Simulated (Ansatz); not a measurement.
# The (100) surface of rock-salt TaC, N on all C sites of the second plane (bottom of the slab: a bare face, its two planes held)

All values below come from PBE (plane waves to 420 eV, PAW; Ansatz, a first-principles code).

Set-up: 12 atoms, 11.1 Å thick at the start; mesh 12x12x1; 0.1 eV smearing; dipole correction on; 4 atoms held, the rest relaxed; symmetry of the start imposed; no spin, no spin-orbit, no U. In PBE it lies 0.66 eV a 1x1 cell over the lowest computed structure of the same composition (N on all C sites of the top plane).

| Item | Value |
|---|---|
| work function of the top face | 3.80 eV |
| energy released by relaxation | 0.29 eV |
| cost | very roughly 5 core-minutes |
